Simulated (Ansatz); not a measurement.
Consider GaN in the rock salt structure (space group Fm-3m, No. 225; a = 4.219 Å; a model cell). Axes: x, y, z lie along the cube axes.

Levels (all Ansatz, a program for electronic structure, PAW): PBEsol (420 eV, without spin-orbit coupling); HSE06 (420 eV, without spin-orbit coupling).

Its gap is 0.54 eV with PBEsol and 1.89 eV with HSE06.

Now apply this change: the symmetric strain tensor [0.0136 -0.0089 0.0014; -0.0089 0.0150 0.0004; 0.0014 0.0004 0.0169]; the atoms relax in the strained cell.

With PBEsol the gap becomes 0.20 eV.

**Question.** If the HSE06 correction stayed the same, what would the HSE06 gap be, and what does the HSE06 run give?

**Answer.** A rigid correction of +1.35 eV gives 1.55 eV. The HSE06 run gives 1.48 eV, so the correction itself changes by -0.07 eV.

Single points use the geometry relaxed with PBEsol. HSE06 gaps are upper bounds (no full band path). Whether these cells are dynamically stable was not tested. The base started in Pnma and relaxed to Fm-3m at this level. This is not the structure that GaN has at room temperature and ambient pressure. A zero or small gap of GaN under strain tensor (xx, yy, zz, yz, xz, xy) = (+1.36, +1.50, +1.69, +0.04, +0.14, −0.89) % can be the functional's error rather than a property of the material.
